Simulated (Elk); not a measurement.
Elk run on HfC (I4mm, 2 atoms in the cell): self-consistent single point.

Method of the run: LDA (PW92), all-electron FP-LAPW, Elk's shipped species files, default APW+lo basis (Elk).

The change in words: lattice scaled by 0.98; gmaxvr: default → 7.7 1/bohr. Reference geometry:
```
CELL_PARAMETERS angstrom
      0.00000     2.33160     2.33160
      2.33160     0.00000     2.33160
      2.33160     2.33160     0.00000
ATOMIC_POSITIONS crystal
  Hf 0.01072 0.01072 0.98928
  C  0.50000 0.50000 0.50000
```

Reference input (self-consistent single point, DFT, LDA (PW92), all-electron FP-LAPW, Elk's shipped species files, default APW+lo basis): xctype = 3; rgkmax = 7; stype = 3; swidth = 0.00367493 Ha; ngridk = 4 4 4; rmtscf = 0.88. This run's input differs from it in these lines:

```diff
@@ -8,2 +8,5 @@
   7.0
+
+gmaxvr
+  7.7
 
@@ -19,3 +22,3 @@
 scale
-  6.231145775
+  6.10652286
```

Output, abridged:

```
│ Self-consistent loop started │
│ Loop number : 1 │
 total energy                :     -15112.0638842
│ Loop number : 2 │
 total energy                :     -15112.8246077
RMS change in Kohn-Sham potential (target) :   0.3568380761     (  0.1000000000E-05)
Absolute change in total energy (target)   :   0.7607234801     (  0.1000000000E-03)
│ Loop number : 3 │
 total energy                :     -15117.2777021
RMS change in Kohn-Sham potential (target) :   0.2649303712     (  0.1000000000E-05)
Absolute change in total energy (target)   :    4.643275294     (  0.1000000000E-03)
│ Loop number : 4 │
   [... lines left out ...]
Absolute change in total energy (target)   :   0.3594266959     (  0.1000000000E-03)
│ Loop number : 198 │
 total energy                :     -14949.3604618
RMS change in Kohn-Sham potential (target) :    1.915047089     (  0.1000000000E-05)
Absolute change in total energy (target)   :    19.08060978     (  0.1000000000E-03)
│ Loop number : 199 │
 total energy                :     -15395.4692436
RMS change in Kohn-Sham potential (target) :    44.36316410     (  0.1000000000E-05)
Absolute change in total energy (target)   :    450.8789342     (  0.1000000000E-03)
│ Loop number : 200 │
Reached self-consistent loops maximum

Energies :
 Fermi                       :      5.97152795173
 total energy                :     -13970.9448444

Density of states at Fermi energy :    30.52831994
 (states/Hartree/unit cell)

Estimated indirect band gap :   0.7127978085E-02
 from k-point     17 to k-point      6
Estimated direct band gap   :   0.2939397219E-01
 at k-point     17

Charges :
 core                        :    48.00000000
 valence                     :    30.00000000
 interstitial                :    11.34865495
 muffin-tins (core leakage)
  species :    1 (Hf)
   atom    1                 :    60.76138952     (  0.3039441943E-05)
  species :    2 (C)
   atom    1                 :    5.889955529     (  0.2105917154E-04)
 total in muffin-tins        :    66.65134505
 total calculated charge     :    77.97187236
 total charge                :    78.00000000
 error                       :   0.2812763895E-01

│ Self-consistent loop stopped │
```

The run ended unconverged after 200 iterations. 

The starting cell has typed, rounded lattice constants, without a prior relaxation at this level. Its lattice was rescaled by up to half a per cent. One atom was moved a little off its site on purpose. For this run, on top of that: lattice scaled by 0.98. Spin-orbit coupling is off. Values depend on the basis (sphere radii, cutoffs, local orbitals), which need not be converged.

Cost on one core of a shared machine: roughly 60 s.
